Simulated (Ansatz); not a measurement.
**AlN, response to strain**

Consider AlN in the zinc blende structure (space group F-43m, No. 216; a = 4.378 Å). Axes: x, y, z lie along the cube axes.

Strains are applied to the cell and any free atomic positions relax.

All numbers come from PBEsol (Ansatz, a quantum-chemistry and plane-wave program; PAW; 420 eV plane waves; no SOC).

```
uniaxial strain ε_zz (%)  band gap (eV)
------------------------  -------------
-3                                 3.04
-2.5                               3.06
-2                                 3.09
-1.5                                  ?
-1                                 3.14
-0.5                               3.17
0                                  3.19
```

Fit E_g = E₀ + Dε (ε in %) to the rows shown and predict the withheld row.

Least squares on the printed values gives E₀ = 3.19 eV, D = 51.4 meV per % of strain (largest residual 0.00 eV); this predicts 3.12 eV, and the run gives 3.11 eV, in agreement.

Stability against distortions was not tested. This is not the structure that AlN has at room temperature and ambient pressure.
